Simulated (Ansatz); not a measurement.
**Carrier properties of BN under load (space group I-4m2)**

Data:

```xyz
2
Lattice="0.0000 1.7862 1.9155 1.7862 0.0000 1.9155 1.7862 1.7862 0.0000" Properties=species:S:1:pos:R:3 pbc="T T T"
B      0.0000     0.0000     0.0000
N      0.8931     0.8931     0.9577
```

Computed with r2SCAN, rigid bands (plane waves, PAW, scalar-relativistic; Ansatz, a quantum-chemistry and plane-wave program). Condition of this run: uniaxial stress along [001] of -45 GPa (compression positive) (the target of the relaxation). Cell: cell and atoms relaxed with PBEsol, then loaded as said.

```
Item                                                                                                                                                              Result
---------------------------------------------------------------------------------------------------------------------------------------  -------------------------------
band gap                                                                                                                                                         4.33 eV
electron conductivity mass (300 K, dilute)                                                                                               0.44 (x), 0.44 (y), 0.31 (z) mₑ
hole conductivity mass (300 K, dilute)                                                                                                   0.52 (x), 0.52 (y), 0.56 (z) mₑ
effective density of states N_c (300 K)                                                                                                                      1.4e19 cm⁻³
effective density of states N_v (300 K)                                                                                                                      4.9e19 cm⁻³
density-of-states mass, electrons                                                                                                                                0.67 mₑ
density-of-states mass, holes                                                                                                                                    1.56 mₑ
Seebeck coefficient, n-type 1e19 cm⁻³, 300 K                                                                                                                   -249 μV/K
best n-type power factor at 300 K for τ = 10 fs (best axis; densities from 1e16 to 1e21 cm⁻³ tried, whether or not they can be reached)      7.3 μW/(cm·K²) at 3e19 cm⁻³
Seebeck coefficient, p-type 1e19 cm⁻³, 300 K                                                                                                                    349 μV/K
best p-type power factor at 300 K for τ = 10 fs (best axis; densities from 1e16 to 1e21 cm⁻³ tried, whether or not they can be reached)     14.4 μW/(cm·K²) at 1e20 cm⁻³
```

Rigid bands; masses and Seebeck coefficients take one relaxation time τ for all states and one kind of carrier; polarons and phonon drag are left out. Spin-orbit coupling is left out. Geometry: cell and atoms relaxed with PBEsol.
